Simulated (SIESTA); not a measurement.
Input and output of a self-consistent single point for AlInSb2 (P1, 4 atoms in the cell) (SIESTA).

Computed with GGA PBEsol, numerical atomic orbitals DZP, PseudoDojo PBEsol standard norm-conserving potentials (rewritten from UPF to PSML) run with SIESTA.

The change in words: atoms moved at random. Reference geometry:
```
CELL_PARAMETERS angstrom
      4.42055     0.00000     0.00000
      0.00000     4.42055     0.00000
      0.00000     0.00000     6.22819
ATOMIC_POSITIONS crystal
  Al 0.00000 0.00000 0.00000
  In 0.50000 0.50000 0.50000
  Sb 0.00000 0.50000 0.23337
  Sb 0.50000 0.00000 0.76663
```

Reference input (self-consistent single point, DFT, GGA PBEsol, numerical atomic orbitals DZP, PseudoDojo PBEsol standard norm-conserving potentials (rewritten from UPF to PSML)): XC.functional = GGA; XC.authors = PBEsol; potentials = PseudoDojo PBEsol standard; PAO.BasisSize = DZP; PAO.EnergyShift = 0.005 Ry; MeshCutoff = 300 Ry; kgrid.MonkhorstPack = 4 4 3; OccupationFunction = FD; ElectronicTemperature = 232.09 K; MaxSCFIterations = 150; SCF.Mixer.Method = Pulay; SCF.Mixer.Weight = 0.2. This run's input differs from it in these lines:

```diff
@@ -19,6 +19,6 @@
 %block AtomicCoordinatesAndAtomicSpecies
-     0.000000000    0.000000000    0.000000000  1
-     4.176817245    4.176817245    5.884788566  2
-     0.000000000    4.176817245    2.746666215  3
-     4.176817245    0.000000000    9.022910916  3
+    -0.027383214    0.010132959   -0.071782651  1
+     4.227766061    4.248917464    5.914753909  2
+     0.028611198    4.009443824    2.788954306  3
+     4.124640444    0.085131889    9.022440133  3
 %endblock AtomicCoordinatesAndAtomicSpecies
```

Output (repeated stretches shortened):

```
        iscf     Eharris(eV)        E_KS(eV)     FreeEng(eV)     dDmax    Ef(eV) dHmax(eV)
   scf:    1    -6801.506210    -6804.862674    -6804.862674  1.576196 -4.019297  3.745825
   scf:    2    -6805.241093    -6805.074361    -6805.074361  0.049077 -4.023058  2.107070
   scf:    3    -6805.213182    -6805.156615    -6805.156615  0.055625 -3.973000  0.603347
   scf:    4    -6805.186147    -6805.173973    -6805.173973  0.041994 -4.040462  0.115701
   scf:    5    -6805.174877    -6805.174514    -6805.174514  0.007690 -4.007518  0.022116
   [... 3 lines left out ...]
   scf:    9    -6805.174564    -6805.174563    -6805.174563  0.000070 -4.021193  0.000209
   scf:   10    -6805.174563    -6805.174563    -6805.174563  0.000036 -4.020899  0.000652
   scf:   11    -6805.174563    -6805.174563    -6805.174563  0.000030 -4.021091  0.000007
   scf:   12    -6805.174563    -6805.174563    -6805.174563  0.000000 -4.021090  0.000005
SCF Convergence by DM+H criterion
max |DM_out - DM_in|         :     0.0000003768
max |H_out - H_in|      (eV) :     0.0000049594
SCF cycle converged after 12 iterations

Using DM_out to compute the final energy and forces

siesta: E_KS(eV) =            -6805.1746

siesta: E_KS - E_eggbox =     -6805.1746

siesta: Atomic forces (eV/Ang):
     1   -0.118512   -0.673876    0.404932
     2   -0.088291    0.042803   -0.149641
     3    0.073942    0.738826   -0.296891
     4    0.132898   -0.107875    0.042041
   Tot    0.000038   -0.000122    0.000440
   Max    0.738826
   Res    0.333502    sqrt( Sum f_i^2 / 3N )
   Max    0.738826    constrained

Stress tensor Voigt[x,y,z,yz,xz,xy] (kbar):      -33.75      -25.97      -23.38       -8.48        3.45       -0.35
(Free)E + p*V (eV/cell)    -6803.0705
   [... lines left out ...]
siesta: FreeEng =     -6805.174563
   [... lines left out ...]
siesta:    -0.021065   -0.000220    0.002154
siesta:    -0.000220   -0.016210   -0.005293
siesta:     0.002154   -0.005293   -0.014590

siesta: Cell volume =        121.706899 Ang**3

siesta: Pressure (static):
siesta:                Solid            Molecule  Units
siesta:           0.00018829          0.00015761  Ry/Bohr**3
siesta:           0.01728822          0.01447110  eV/Ang**3
siesta:          27.69878511         23.18526058  kBar
```

The run converged in 12 iterations. Against the reference run the free energy goes up by 13.3 meV/atom, the pressure stays near 2.77 GPa while the xx stress (positive for compression) goes from 2.97 to 3.37 GPa, the largest force goes from 0.112 to 0.800 eV/Å and the gap on the mesh goes from 0.874 to 0.844 eV.

The starting cell comes from a database of computed structures (which also holds hypothetical and non-ambient phases and stackings), without a prior relaxation at this level. Its lattice was rescaled by a random factor within 2.5 % of one. For this run, on top of that: atoms moved at random. Spin-orbit coupling is off. Values carry the incompleteness of an atom-centred basis.

Cost on one core of a shared machine: roughly 2 min.
